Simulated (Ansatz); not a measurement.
**GaN under a change: Cu on a Ga site**

Consider a 24-atom supercell of GaN in the wurtzite structure (space group P6_3mc, No. 186; a = 3.1827 Å, c = 5.1857 Å) at its relaxed geometry.

Perturbation: one Ga atom is replaced by Cu, atoms relaxed at fixed cell, starting from a slightly rattled geometry.

Calculations: PBEsol (Ansatz, a quantum-chemistry and plane-wave program, PAW, without spin-orbit coupling), earlier PAW set. Settings: 4×4×4 k-points, 0.01 eV Fermi–Dirac smearing.

```json
{
  "pressure": "-0.1 GPa (base 0.0 GPa)",
  "gap_of_the_supercell": "zero (base 1.88 eV)",
  "total_moment_of_the_cell": "1.8 μB",
  "largest_displacement_of_a_host_atom_from_its_site_in_the_perfect_cell": "0.04 Å",
  "mean_distance_from_the_defect_site_to_its_nearest_host_atoms": "1.97 Å (base 1.95 Å)"
}
```

Cost of the whole job for the changed cell (relaxation, final SCF and bands): around 21 core-minutes (rough).

Other magnetic orders, which the real material may have, were not ruled out. In so small a cell the defect repeats every few ångströms: this is an ordered compound, not a dilute defect. The mesh was chosen for an insulator and is coarse for the gapless case. The defect cell is spin-polarised and ends with 1.8 μB, a fractional moment that hangs on the mesh and smearing.
